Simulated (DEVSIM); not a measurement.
Device: Schottky contact on n-type In0.53Ga0.47As, at 300 K.

```tsv
layer (left to right)	material	thickness (μm)	Nd (cm⁻³)	τn (s)	τp (s)
1	In0.53Ga0.47As	0.390	1.1e16	5.9e-9	5.9e-9
```

Left contact: Schottky, work function 4.83 eV, emission velocity 6.2e6 cm/s. Right contact: ohmic. Voltage is applied to the left contact. Recombination: SRH at mid-gap, radiative. Mobility is constant in doping.

Constants are typed, rounded textbook-type inputs, not results; the design itself was drawn at random and stands for no fabricated device. Values at 300 K.

| parameter | In0.53Ga0.47As |
|---|---|
| gap (eV) | 0.74 |
| affinity (eV) | 4.51 |
| permittivity | 13.9 |
| Nc (cm⁻³) | 2.1e17 |
| Nv (cm⁻³) | 7.7e18 |
| μn (cm²/Vs) | 12000 |
| μp (cm²/Vs) | 300 |
| B (cm³/s) | 9.6e-11 |

Model (solved in DEVSIM): 1D drift-diffusion, Boltzmann statistics, complete ionisation; no tunnelling, impact ionisation, image-force lowering or self-heating. Metal contacts follow the ideal Schottky-Mott rule: no Fermi-level pinning, no interface dipoles.

### Question
Tabulate band edges, carrier densities and field at zero bias.

### Answer
Energies count from the Fermi level of the right contact; mesh points crowd at the junctions.

```csv
x (μm),Ec (eV),Ev (eV),n (cm⁻³),p (cm⁻³),field (V/cm)
0.000,0.320,-0.420,8.8e11,6.8e11,-25000
0.005377,0.307,-0.433,1.5e12,4.1e11,-24000
0.01180,0.292,-0.448,2.7e12,2.2e11,-23000
0.01948,0.274,-0.466,5.2e12,1.1e11,-22000
0.03283,0.246,-0.494,1.6e13,3.8e10,-20000
0.04461,0.223,-0.517,3.8e13,1.6e10,-19000
0.05870,0.198,-0.542,9.9e13,6.0e9,-17000
0.08317,0.162,-0.578,4.0e14,1.5e9,-13000
0.1048,0.136,-0.604,1.1e15,5.6e8,-10000
0.1364,0.110,-0.630,3.0e15,2.0e8,-6500
0.1684,0.094,-0.646,5.6e15,1.1e8,-3700
0.2176,0.082,-0.658,8.7e15,6.9e7,-1400
0.2503,0.079,-0.661,9.9e15,6.1e7,-660
0.2776,0.078,-0.662,1.0e16,5.8e7,-350
0.3085,0.077,-0.663,1.1e16,5.6e7,-170
0.3263,0.077,-0.663,1.1e16,5.5e7,-120
0.3412,0.077,-0.663,1.1e16,5.5e7,-87
0.3537,0.076,-0.664,1.1e16,5.5e7,-70
0.3678,0.076,-0.664,1.1e16,5.5e7,-58
0.3759,0.076,-0.664,1.1e16,5.5e7,-53
0.3827,0.076,-0.664,1.1e16,5.5e7,-51
0.3900,0.076,-0.664,1.1e16,5.4e7,-51
```
